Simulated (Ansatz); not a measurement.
Substrate model: Si(111) 1x1 surface, 6 top atoms, 3 bilayers, bottom bilayer H-capped and fixed, every top atom capped by F; cell 11.5 x 6.6 Å; about 7 Å thick over the host's atoms, 18 atoms held. Computed with PBE-D3(BJ) (plane waves to 420 eV, PAW; Ansatz, a first-principles code). k mesh 1 x 2 x 1. The slab states were run without spin polarisation. A thicker slab, a larger cell or a denser mesh can move such energies by a tenth of an eV or more. No zero-point or entropy terms are included. Each state was relaxed from one prepared geometry.

End state of this step: H2O displaces the surface F, which leaves as HF. Atoms near the product:

| atom | x (Å) | y (Å) | z (Å) |
|---|---|---|---|
| Si(17) | 5.749 | 3.289 | 9.547 |
| F(30) | 3.826 | 6.758 | 11.109 |
| F(31) | 5.771 | 5.344 | 12.849 |
| F(46) | 7.665 | 6.813 | 11.103 |
| O(a0) | 5.695 | 3.234 | 11.229 |
| H(a1) | 5.718 | 4.551 | 12.328 |
| H(a2) | 5.954 | 2.406 | 11.668 |

**Question.** What energy does it take to move HF into the gas, one a cell, with the surface relaxed behind it, and what are its closest contacts before it leaves?

**Answer.** 0.25 eV. Its closest contacts to the rest of the cell: H(a1)...O(a0) 1.71 Å, H(a1)...H(a2) 2.26 Å, F(31)...O(a0) 2.66 Å.
